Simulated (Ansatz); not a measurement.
Electronic density of states of amorphous Hf$_{18}$O$_{41}$Ta$_{2}$, density 8.88 g/cm³, on a 2×2×2 Γ-centred mesh with a Gaussian width of 0.1 eV; energies count from the Fermi level, whose place inside the gap is arbitrary. Cell and mesh are small, so fine structure isn't converged. Level of theory: PBE, scalar-relativistic without spin-orbit coupling (plane waves to 420 eV, PAW; Ansatz, a quantum-chemistry and plane-wave program). Sampling: a 2×2×2 Γ-centred mesh; Fermi-Dirac width 0.02 eV; no spin polarisation. At PBE the levels at the filled edge of the gap are localised (band-tail or defect states).

A CHGNet melt-quench gave the starting glass, which DFT then relaxed. O atoms were pushed apart under 1.9 Å during the dynamics, to hinder bonds among them. The hot cell started wider than the set density and was brought back towards it in steps. It is the lowest in DFT energy of 2 quenches. It is a model cell: composition and starting density were chosen by hand, and all elements were melted together. No dispersion term was used. Its density started from a set value of 8.88 and ended at 8.88 g/cm³. The quench (nominally 380 K/ps over its main leg) was far faster than any real one, so the model tends to hold more defects than a real film. Values belong to this one cell and scatter from quench to quench. The volume was held where the preparation left it and the shape relaxed, at a PBE pressure of 1.6 GPa. Stress components on the final sampling reach 1.8 GPa.

```csv
E - EF (eV),states/(eV atom)
-12.00,0.12
-11.90,0.00
-11.80,0.00
-11.70,0.00
-11.60,0.00
-11.50,0.00
-11.40,0.00
-11.30,0.00
-11.20,0.00
-11.10,0.00
-11.00,0.00
-10.90,0.00
-10.80,0.00
-10.70,0.00
-10.60,0.00
-10.50,0.00
-10.40,0.00
-10.30,0.00
-10.20,0.00
-10.10,0.00
-10.00,0.00
-9.90,0.00
-9.80,0.00
-9.70,0.00
-9.60,0.00
-9.50,0.00
-9.40,0.00
-9.30,0.00
-9.20,0.00
-9.10,0.00
-9.00,0.00
-8.90,0.00
-8.80,0.00
-8.70,0.00
-8.60,0.00
-8.50,0.00
-8.40,0.00
-8.30,0.00
-8.20,0.00
-8.10,0.00
-8.00,0.00
-7.90,0.00
-7.80,0.00
-7.70,0.00
-7.60,0.00
-7.50,0.00
-7.40,0.00
-7.30,0.06
-7.20,0.21
-7.10,0.34
-7.00,0.42
-6.90,0.50
-6.80,0.59
-6.70,0.59
-6.60,0.67
-6.50,0.74
-6.40,0.77
-6.30,0.80
-6.20,0.85
-6.10,0.93
-6.00,0.99
-5.90,0.91
-5.80,0.83
-5.70,0.84
-5.60,0.85
-5.50,0.80
-5.40,0.73
-5.30,0.75
-5.20,0.79
-5.10,0.76
-5.00,0.77
-4.90,0.73
-4.80,0.69
-4.70,0.77
-4.60,0.82
-4.50,0.78
-4.40,0.85
-4.30,0.90
-4.20,0.88
-4.10,0.82
-4.00,0.86
-3.90,0.94
-3.80,0.95
-3.70,0.94
-3.60,0.90
-3.50,0.86
-3.40,0.85
-3.30,0.87
-3.20,0.91
-3.10,0.91
-3.00,0.93
-2.90,0.97
-2.80,0.93
-2.70,0.85
-2.60,0.73
-2.50,0.67
-2.40,0.65
-2.30,0.61
-2.20,0.58
-2.10,0.44
-2.00,0.22
-1.90,0.05
-1.80,0.00
-1.70,0.00
-1.60,0.00
-1.50,0.00
-1.40,0.00
-1.30,0.00
-1.20,0.00
-1.10,0.00
-1.00,0.00
-0.90,0.00
-0.80,0.00
-0.70,0.00
-0.60,0.00
-0.50,0.00
-0.40,0.00
-0.30,0.00
-0.20,0.00
-0.10,0.00
0.00,0.00
0.10,0.00
0.20,0.00
0.30,0.00
0.40,0.00
0.50,0.00
0.60,0.00
0.70,0.00
0.80,0.00
0.90,0.00
1.00,0.00
1.10,0.00
1.20,0.00
1.30,0.00
1.40,0.00
1.50,0.00
1.60,0.00
1.70,0.00
1.80,0.00
1.90,0.05
2.00,0.22
2.10,0.41
2.20,0.47
2.30,0.45
2.40,0.47
2.50,0.56
2.60,0.59
2.70,0.57
2.80,0.60
2.90,0.62
3.00,0.66
3.10,0.63
3.20,0.59
3.30,0.60
3.40,0.64
3.50,0.70
3.60,0.70
3.70,0.72
3.80,0.77
3.90,0.76
4.00,0.70
4.10,0.72
4.20,0.70
4.30,0.70
4.40,0.72
4.50,0.69
4.60,0.64
4.70,0.58
```

The level gap on this mesh is 4.00 eV; the broadening fills part of it in the curve.
